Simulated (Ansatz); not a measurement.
Start from AsP in the rock salt structure (space group Fm-3m, No. 225; a = 5.170 Å; a hypothetical phase, not in the database extracts checked).

Structures relaxed with Ansatz (a quantum-chemistry and plane-wave program), r2SCAN, PAW, cutoff 500 eV, no SOC.

Base:

Simulated powder pattern, Cu Kα1, λ = 1.54056 Å (kinematic, ideal powder, no thermal factors, no anomalous dispersion; the 14 strongest lines at most, above 2 %, up to 2θ = 90°):

```
2θ (°)  I/Imax (%)    hkl
------  ----------  -----
29.91           36  (111)
34.68          100  (200)
49.85           69  (220)
59.23           17  (311)
62.15           23  (222)
73.17           11  (400)
81.00          6.5  (331)
83.57           31  (420)
```

Now apply this change: Bi takes the place of As on all its sites, then cell and atoms are relaxed.

After the change:

Simulated powder pattern, Cu Kα1, λ = 1.54056 Å (kinematic, ideal powder, no thermal factors, no anomalous dispersion; the 14 strongest lines at most, above 2 %, up to 2θ = 90°):

```csv
2θ (°),d (Å),I/Imax (%),hkl
26.50,3.361,100,(111)
30.69,2.910,97,(200)
43.96,2.058,73,(220)
52.07,1.755,52,(311)
54.57,1.680,26,(222)
63.92,1.455,12,(400)
70.45,1.335,22,(331)
72.57,1.302,34,(420)
80.83,1.188,26,(422)
86.88,1.120,17,(511)
```

The indices refer to each structure's own conventional cell; one index is shown for lines that coincide.

No phonon test of stability was made. As relaxed here, BiP is a hypothetical phase, not in the database extracts checked. All final runs are without spin polarisation.
